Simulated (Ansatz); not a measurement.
A constructed model of the (0001) surface of 4H silicon carbide, Si-terminated, (√3x√3)R30° In adatom at T4 (bottom of the slab: 3 H on 3 bottom sites)

Calculation: PBE (plane waves to 420 eV, PAW; Ansatz, a quantum-chemistry and plane-wave program).

Model: 28-atom slab, 11.3 Å thick at the start with caps and adatoms (thin: gaps and levels are the slab's own), 6x6x1 mesh, Fermi-Dirac 0.025 eV, dipole correction, 6 atoms held, the rest relaxed; start symmetry kept, larger cells not searched; no spin, no spin-orbit, no U. In PBE it is, or lies within 0.01 eV a 1x1 cell of, the lowest of the 2 structures of its composition computed so far; subsurface sites and larger cells were not tried.

| Item | Result |
|---|---|
| gap of the slab on its k-mesh | 1.07 eV |
| highest filled level below the top vacuum level | 4.10 eV |
| energy released by relaxation | 0.11 eV |
| cost | roughly 2.7 core-minutes |
